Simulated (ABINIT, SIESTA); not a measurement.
A SIESTA input for a self-consistent single point of Mg₆SiB (Amm2, 8 atoms in the cell) (DFT, LDA PW92, numerical atomic orbitals TZP, PseudoDojo LDA standard norm-conserving potentials (rewritten from UPF to PSML)):

```
# files in the folder: Mg.psml Si.psml B.psml (PseudoDojo LDA standard)
SystemName  Mg6SiB
SystemLabel mg6sib

NumberOfAtoms                8
NumberOfSpecies              3
%block ChemicalSpeciesLabel
  1 12 Mg
  2 14 Si
  3 5 B
%endblock ChemicalSpeciesLabel
LatticeConstant              1.0 Bohr
%block LatticeVectors
     7.379684763    0.000000000    0.000000000
     0.000000000    7.562670723    8.052160812
     0.000000000   -7.562670723    8.052160812
%endblock LatticeVectors
AtomicCoordinatesFormat      Bohr
%block AtomicCoordinatesAndAtomicSpecies
     0.000000000    3.754412254    5.828798168  1
     0.000000000   -3.754412254    5.828798168  1
     3.689842381    4.912408395    9.946995294  1
     3.689842381   -4.912408395    9.946995294  1
     3.689842381   -0.000000000   12.992483556  1
     3.689842381    0.000000000    6.546084653  1
     0.000000000   -0.000000000    9.867600988  2
     0.000000000   -0.000000000    3.459852458  3
%endblock AtomicCoordinatesAndAtomicSpecies

XC.functional                LDA
XC.authors                   PW92
PAO.BasisSize                TZP
PAO.EnergyShift              0.005 Ry
MeshCutoff                   400 Ry
%block kgrid.MonkhorstPack
    5   0   0  0.0
    0   4   0  0.0
    0   0   4  0.0
%endblock kgrid.MonkhorstPack
OccupationFunction           FD
ElectronicTemperature        0.136 eV

MaxSCFIterations             150
SCF.Mixer.Method             Pulay
SCF.Mixer.Weight             0.2
SCF.Mixer.History            6
SCF.DM.Tolerance             1.0E-04
Diag.ParallelOverK           true
WriteForces                  true
```

Task: Write the same calculation as an input for ABINIT.

Result: One input that does it (others would too):

```
# Mg6SiB, PseudoDojo nc-sr-04 LDA standard
pp_dirpath "./"
pseudos "Mg.upf, Si.upf, B.upf"
acell 3*1.0
rprim
         7.3796847626    0.0000000000    0.0000000000
         0.0000000000    7.5626707227    8.0521608116
         0.0000000000   -7.5626707227    8.0521608116
natom 8
ntypat 3
znucl 12 14 5
typat 1 1 1 1 1 1 2 3
xred
         0.0000000000    0.6101600000    0.1137200000
         0.0000000000    0.1137200000    0.6101600000
         0.5000000000    0.9424400000    0.2928800000
         0.5000000000    0.2928800000    0.9424400000
         0.5000000000    0.8067700000    0.8067700000
         0.5000000000    0.4064800000    0.4064800000
         0.0000000000    0.6127300000    0.6127300000
         0.0000000000    0.2148400000    0.2148400000
ecut 42 Ha
occopt 3
tsmear 0.00499791
nband 43
kptopt 1
ngkpt 5 4 4
nshiftk 1
shiftk 0 0 0
nstep 60
tolvrs 1.0e-12
prtwf 0
prtden 0
enunit 2
```

Basis settings and potentials, where a program has them, do not carry over. This input uses DFT, LDA (PW92), plane waves, norm-conserving pseudopotentials (PseudoDojo nc-sr-04 LDA standard). LDA parametrisations can differ slightly between programs.

The starting cell comes from a database of computed structures (which also holds hypothetical and non-ambient phases and stackings), without a prior relaxation at this level. Its lattice was rescaled by a random factor within 2.5 % of one. For this run, on top of that: lattice scaled by 0.98.
